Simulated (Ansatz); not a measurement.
Start from BAs in the zinc blende structure (space group F-43m, No. 216; a = 4.732 Å). Axes: x, y, z lie along the cube axes.

All numbers come from LDA in Ansatz (plane waves to 420 eV, PAW, spin-orbit coupling left out).

Perturbation: the cell is scaled by 1.0200 in all directions; the atoms relax in the strained cell.

Task: Predict the stress tensor and what it implies for the stiffness.

Result: Stress of the strained cell less that of the base (GPa, compression positive):
```
  -7.74    0.00    0.00
   0.00   -7.74    0.00
   0.00    0.00   -7.74
```

Then B = −ΔP/(ΔV/V₀) with ΔV/V₀ = 0.0612 gives secant stiffness values (nonlinear terms included at this strain): B ≈ 126 GPa.

As a check, the harmonic strain energy −½ V₀ Δσ:ε is 19 meV/atom; the computed energy rise is 21 meV/atom.

Whether these cells are dynamically stable was not tested.

Ansatz is a program for electronic structure.
